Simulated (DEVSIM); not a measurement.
Device: abrupt CdTe n-p junction, at 350 K.

| layer (left to right) | material | thickness (μm) | Nd (cm⁻³) | Na (cm⁻³) | τn (s) | τp (s) |
|---|---|---|---|---|---|---|
| 1 | CdTe | 0.570 | 2.3e15 | - | 3.7e-8 | 3.7e-8 |
| 2 | CdTe | 0.340 | - | 1.1e17 | 3.7e-8 | 3.7e-8 |

Left contact: ohmic. Right contact: ohmic. Voltage is applied to the left contact. Recombination: SRH at mid-gap, Auger. Mobility is μmin + (μ − μmin)/(1 + (N/Nref)^α).

Constants are typed, rounded textbook-type inputs, not results; the design itself was drawn at random and stands for no fabricated device. Values at 300 K; Nc and Nv go as T^1.5, mobilities as T to minus their exponent, the gap by Varshni's rule with the affinity fixed.

| parameter | CdTe |
|---|---|
| gap (eV) | 1.5 |
| affinity (eV) | 4.28 |
| permittivity | 10.2 |
| Nc (cm⁻³) | 8e17 |
| Nv (cm⁻³) | 1.8e19 |
| μn (cm²/Vs) | 1000 |
| μp (cm²/Vs) | 80 |
| μn,min | 100 |
| μp,min | 10 |
| Nref,n | 1e17 |
| Nref,p | 1e17 |
| αn | 0.6 |
| αp | 0.6 |
| T exponent of μn | 1.7 |
| T exponent of μp | 1.5 |
| Cn (cm⁶/s) | 1e-30 |
| Cp (cm⁶/s) | 1e-30 |
| Varshni α (eV/K) | 0.00031 |
| Varshni β (K) | 108 |

DEVSIM, 1D drift-diffusion, Boltzmann statistics, complete ionisation; no tunnelling, impact ionisation, image-force lowering or self-heating.

Base results: dark forward voltage at 1 A/cm² (V) 0.932; largest field in the device at zero bias (V/cm) 34000; potential step across the device at zero bias (V) 1.141; dark forward voltage at 100 A/cm² (V) 1.108.

Q: What follows from this one change: doping Nd of layer 1 2.3e+15 → 6.9e+14 cm^-3?

A: dark forward voltage at 1 A/cm² 0.932 → 0.887 V; largest field in the device at zero bias 34000 → 28000 V/cm; potential step across the device at zero bias 1.141 → 1.105 V; dark forward voltage at 100 A/cm² 1.108 → 1.100 V.

Q: What follows from this one change: temperature 350 → 300 K?

A: dark forward voltage at 1 A/cm² 0.932 → 1.036 V; largest field in the device at zero bias little changed (34000 V/cm); potential step across the device at zero bias 1.141 → 1.217 V; dark forward voltage at 100 A/cm² 1.108 → 1.186 V.

Q: What follows from this one change: doping Na of layer 2 1.1e+17 → 1.1e+18 cm^-3?

A: dark forward voltage at 1 A/cm² little changed (0.934 V); largest field in the device at zero bias 34000 → 71000 V/cm; potential step across the device at zero bias 1.141 → 1.211 V; dark forward voltage at 100 A/cm² 1.108 → 1.124 V.

Q: What follows from this one change: thickness of layer 1 0.57 → 0.97 μm?

A: dark forward voltage at 1 A/cm² 0.932 → 0.951 V; largest field in the device at zero bias little changed (33000 V/cm); potential step across the device at zero bias little changed (1.141 V); dark forward voltage at 100 A/cm² 1.108 → 1.123 V.

Q: What follows from this one change: thickness of layer 2 0.34 → 0.58 μm?

A: dark forward voltage at 1 A/cm² little changed (0.934 V); largest field in the device at zero bias little changed (34000 V/cm); potential step across the device at zero bias little changed (1.141 V); dark forward voltage at 100 A/cm² 1.108 → 1.117 V.

Q: What follows from this one change: constant mobility in place of the doping-dependent one?

A: dark forward voltage at 1 A/cm² 0.932 → 0.926 V; largest field in the device at zero bias little changed (34000 V/cm); potential step across the device at zero bias little changed (1.141 V); dark forward voltage at 100 A/cm² 1.108 → 1.096 V.
